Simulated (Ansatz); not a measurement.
**AlPt3 under a change: pressure 3 GPa**

Base system: AlPt3 (space group P4/mbm, No. 127; a = 5.4483 Å, c = 7.8475 Å; a cell from a computed database, its experimental status unchecked).

Modification: a hydrostatic pressure of 3 GPa.

Method: PBEsol (Ansatz, a program for electronic structure, PAW, no SOC). Γ-centred 7×7×5 mesh, Fermi–Dirac width 0.05 eV.

* **Volume per atom**: 14.39 Å³ (base 14.56 Å³)
* **Lattice parameter a**: 5.427 Å (base 5.448 Å)
* **Shortest interatomic distance**: 2.537 Å (base 2.546 Å)
* **Enthalpy H = E + PV relative to the base's energy**: +0.27 eV/atom
* **Band gap**: zero (base zero)

Final structure:

```
AlPt3
1.0
    5.42662     0.00000     0.00000
    0.00000     5.42662     0.00000
    0.00000     0.00000     7.81836
Al Pt
4 12
Direct
  0.50000   0.00000   0.23841
  0.50000   0.00000   0.76159
  0.00000   0.50000   0.23841
  0.00000   0.50000   0.76159
  0.23651   0.73651   0.00000
  0.76349   0.26349   0.00000
  0.26349   0.23651   0.00000
  0.73651   0.76349   0.00000
  0.00000   0.00000   0.25339
  0.00000   0.00000   0.74661
  0.50000   0.50000   0.74661
  0.50000   0.50000   0.25339
  0.69570   0.19570   0.50000
  0.30430   0.80430   0.50000
  0.80430   0.69570   0.50000
  0.19570   0.30430   0.50000
```

Load acts through the strain it causes; cell and atoms are relaxed under it. Stability against distortions was not tested. All final runs are without spin polarisation.
